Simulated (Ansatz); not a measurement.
The starting structures come from a database of crystals and need not be the phases stable at ambient conditions.

 Where the default PAW files enter, the runs use the earlier of Ansatz's two default sets.

Tunnelling through a barrier is set by its complex band structure: the current falls as exp(−2κd) with the smallest κ.

Consider the following.

```
BP
1.0
    3.25209     0.00000     0.00000
    0.00000     5.39587     0.00000
    1.62604     0.00000     2.76117
B P
2 2
Cartesian
  3.25209   2.69572   1.84078
  1.62604   5.39366   0.92039
  3.25209   0.67670   1.84078
  1.62604   3.37463   0.92039
```

Space group of this cell: Cmc2_1. The cell is strained (lengths across the current scaled by 1.02, ions clamped); by r2SCAN its mean pressure is -5.8 GPa.

Transport runs along the normal of the first two printed cell vectors.

The gap is the functional's own. No spin-orbit coupling. Mid-gap values are interpolated on the energy grid.

Task: Compute, with r2SCAN in Ansatz (a quantum-chemistry and plane-wave program), the band gap and the smallest decay constant κ at mid-gap.

Result: Gap 1.23 eV on a 12×6×12 mesh; κ = 0.169 1/Å, at the zone centre.
